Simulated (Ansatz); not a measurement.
TiPt3, pressure series

Consider TiPt$_{3}$ (space group P6_3/mmc, No. 194; a = 5.520 Å, c = 8.991 Å; a cell from a computed database, its experimental status unchecked).

Cell and atoms are relaxed at each pressure.

Level of theory: Kohn–Sham DFT with the PBEsol functional, run in Ansatz (a first-principles code) with PAW and 420 eV plane waves, spin-orbit coupling left out.

| P (GPa) | V (Å³/atom) |
|---|---|
| -2.01 | 14.941 |
| -1.01 | 14.883 |
| 0.30 | 14.809 |
| 0.70 | 14.787 |
| 1.49 | 14.744 |
| 3.00 | 14.664 |
| 5.00 | 14.561 |
| 7.50 | 14.439 |
| 10.00 | 14.322 |

A third-order Birch–Murnaghan fit to these points gives V₀ = 14.83 Å³/atom, B₀ = 266 GPa and B₀′ = 5.0. At pressure 10 GPa the volume is 96.6 % of V₀.

Load acts through the strain it causes; cell and atoms are relaxed under it. Stability against distortions was not tested. No other phases were tried under pressure. All final runs are without spin polarisation.
